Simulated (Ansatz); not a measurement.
System: YSi2 (P6/mmm, No. 191, 3 atoms in the cell; start COD 4344493). Method: PBEsol in Ansatz (PAW).

The input as run:

Ansatz 0.2 input:
```yaml
crystal:
  lattice:
    - [3.83, 0.0, 0.0]
    - [-1.915, 3.316877, 0.0]
    - [0.0, 0.0, 4.14]
  atoms:
    - { symbol: Y, position: [0.0, 0.0, 0.0] }
    - { symbol: Si, position: [0.333333, 0.666667, 0.5] }
    - { symbol: Si, position: [0.666667, 0.333333, 0.5] }
basis:
  ecutwfc: 520
  ecutrho_ratio: 4
  xc_grid: 2
kpoints:
  mp_grid: { grid: [18, 18, 14] }
hamiltonian:
  xc: pbesol
  dispersion: none
  pseudopotentials: { azcp: { folder: ./paw }, kind: paw }
scf:
  occupations: { method: fermi_dirac, width: 0.05 }
  convergence: { dr2_threshold: 0.0000000003 }
output:
  forces: true
  stress: true
  eigenvalues: true
```

Q: How many irreducible k-points, plane waves at Γ does the program set up, and what pressure does the run end with?

A: 296 irreducible k-points, 1413 plane waves at Γ; P = 9.22 GPa, so the cell is compressed on average and its volume would grow at this level.

From the output:

```
WARN the atoms were moved onto the symmetric positions of the space group found under crystal.symmetry.tolerance 1.0e-5 (fractional …
Crystal: 3 atoms, lattice volume = 52.593 Å³
Basis set: ecut = 520 eV, 1413 PW (Γ), exchange–correlation on 60×60×64 points (8 copies of the dense FFT grid, shifted against one another)
Bands: 14, of which v1, the nominal top of the filled ones, is band 10 counted from 1 (9 counted from 0)
Symmetry: 24 space group operations
Space group: P6/mmm (ITA 191), of the structure as read, at distance tolerance 3.7e-5 Å
k-points: 296 of 4536
Initial density: superposition of atomic densities (chi_scale 0.1, normalization cell, long waves kept (reshape's long-wave potential 0.00 eV rms))
Functional: x = pbesol(κ = 0.804, μ = 0.12345679012345678), c = pbesol(β = 0.046)
SCF iter   1: F=—  HF=-5039.750305 eV  |F-HF|=—  |Δ(HF+E_count)|=         —  Δρ=2.67e-2  dr2=2.53e-1
SCF iter   2: F=—  HF=-5039.689370 eV  |F-HF|=—  |Δ(HF+E_count)|=   6.09e-2  Δρ=1.62e-2  dr2=9.48e-2
  ...
SCF iter   7: F=—  HF=-5039.659458 eV  |F-HF|=—  |Δ(HF+E_count)|=   1.28e-8  Δρ=3.18e-6  dr2=3.47e-9
SCF iter   8: F=-5039.659458 eV  HF=-5039.659458 eV  |F-HF|=2.09e-11  |Δ(HF+E_count)|=  4.58e-10  Δρ=3.30e-7  dr2=5.05e-11
SCF 1 converged in 8 iterations: F = -5039.659458 eV  dr2 = 5.05e-11
SCF converged after 8 iterations
Free energy (F): -5039.659458 eV
Internal energy: -5039.648786 eV  (E = F + TS)
E sigma→0 (E₀):  -5039.654122 eV
Fermi energy:    12.123354 eV
--- Forces (eV/Å), atoms counted from 1 ---
  atom   1  Y     -0.00000000    -0.00000000     0.00000000
  atom   2  Si    -0.00000000     0.00000000    -0.00000000
  atom   3  Si     0.00000000     0.00000000     0.00000000
--- Stress (GPa, compression-positive) ---
       15.012774       0.000000      -0.000000
        0.000000      15.012774      -0.000000
       -0.000000      -0.000000      -2.357611
  P = ⅓ Tr σ = 9.2226 GPa (92.226 kbar)
```

The PAW data were made under PBE.

Note: cell and atoms aren't relaxed at this level (pressure 9.2 GPa).

The result took around 14 core-seconds (rough).

Ansatz is a program for electronic structure.
